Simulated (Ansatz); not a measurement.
ZnAu in the CsCl type structure (space group Pm-3m, No. 221)

ZnAu has the cubic space group Pm-3m (No. 221), the CsCl type structure, Pearson symbol cP2. Cell: a = 3.187 Å, b = 3.187 Å, c = 3.187 Å, α = 90.00°, β = 90.00°, γ = 90.00°. Zn on 1b is surrounded by 8 Au at 2.760 Å and 6 Zn at 3.187 Å. Au on 1a is coordinated by 8 Zn at 2.760 Å and 6 Au at 3.187 Å. (Neighbours: up to the widest gap in distance over summed covalent radii, below 1.35, at either atom.)

The values are results of plane-wave PAW DFT at the PBE level (Ansatz, a quantum-chemistry and plane-wave program, 420 eV), no spin-orbit coupling, not measurements. Settings: 15×15×15 k-points, 0.05 eV Fermi–Dirac smearing.

* **Volume per atom**: 16.18 Å³
* **Density**: 13.46 g/cm³
* **Band gap**: zero
* **Total energy**: -8234.393 eV/atom (σ→0; compares only within this code and set-up)

Whether these cells are dynamically stable was not tested.
